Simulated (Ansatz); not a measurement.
Start from InSe in the beta-GaS type structure (space group P6_3/mmc, No. 194; layered, stacked along the Cartesian z axis).

```
InSe
1.0
    4.01624     0.00000     0.00000
   -2.00812     3.47817     0.00000
    0.00000     0.00000    16.92650
In Se
4 4
Direct
  0.33333   0.66667   0.66770
  0.66667   0.33333   0.16770
  0.66667   0.33333   0.33230
  0.33333   0.66667   0.83230
  0.33333   0.66667   0.09272
  0.66667   0.33333   0.59272
  0.66667   0.33333   0.90728
  0.33333   0.66667   0.40728
```

Cartesian axes are those of the cell as printed.

Calculations: DFT with r2SCAN+rVV10, PAW potentials and a 500 eV plane-wave cutoff in Ansatz (a quantum-chemistry and plane-wave program), without spin-orbit coupling, earlier PAW set.

Before the change:

| Quantity | Value |
|---|---|
| Volume per atom | 29.56 Å³ |

Now apply this change: tensile biaxial strain of 2.47 % in the plane normal to [001], as in epitaxy on a mismatched substrate; the out-of-plane cell vector and the atoms relax.

Problem. How does this affect the volume per atom?

Solution. The volume per atom increases by 0.94 Å³, from 29.56 Å³ to 30.50 Å³.

No phonon test of stability was made.
